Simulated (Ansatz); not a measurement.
Start from WSe2 in the 2H-MoS2 type structure (space group P6_3/mmc, No. 194; a = 3.231 Å, c = 12.411 Å; layered, stacked along the Cartesian z axis).

Now apply this change: a free-standing slab of 2 layers (6 atoms, 3 a layer) is cut normal to the stacking axis, with 15 Å of vacuum and the in-plane cell relaxed.

Levels (all Ansatz, a quantum-chemistry and plane-wave program, PAW): PBEsol-D3(BJ) (420 eV, no spin-orbit coupling); PBEsol+SOC (420 eV, with spin-orbit coupling).

The geometry is relaxed with PBEsol-D3(BJ).

```
Quantity                                             Result
---------------------------  ------------------------------
PBEsol-D3(BJ) band gap                              1.10 eV
PBEsol-D3(BJ) gap character  indirect, Γ → K–Γ (47 % along)
PBEsol-D3(BJ) hole mass                      0.98 mₑ (at Γ)
```

Problem. How does going to PBEsol+SOC change the band gap, gap character and hole mass?

Solution. The band gap drops by 0.07 eV (1.10 eV → 1.03 eV); the gap character stays indirect, Γ → K–Γ (47 % along); the hole mass (in plane) changes from 0.98 mₑ (at Γ) to 0.91 mₑ (at Γ).

Single points use the geometry relaxed with PBEsol-D3(BJ). The spin-orbit shifts are approximate. With W present, leaving out spin-orbit coupling can change the band edges. Effective masses come from finite differences of ±0.01 Å⁻¹. Stability against distortions was not tested. k-point labels follow each cell's own Brillouin zone.
